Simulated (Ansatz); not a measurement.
Start from SnS in the GeS type structure (space group Pnma, No. 62; a = 11.1555 Å, b = 3.9999 Å, c = 4.2608 Å).

Perturbation: every lattice vector is stretched by 1.96 %, atoms relaxed at fixed cell.

Levels (all Ansatz, a first-principles code, PAW, earlier PAW set): PBE-D3(BJ) (420 eV, no SOC); HSE06 (420 eV, spin-orbit coupling left out).

The geometry is relaxed with PBE-D3(BJ).

PBE-D3(BJ) band gap: 1.00 eV

### Question
What does HSE06 give at this geometry for the band gap?

### Answer
The band gap rises by 0.40 eV to 1.40 eV.

Single points use the geometry relaxed with PBE-D3(BJ). HSE06 was sampled on its mesh, a few special points and the semilocal edge points, so its gap is an upper bound. The cells carry an imposed strain or load. Stability against distortions was not tested.
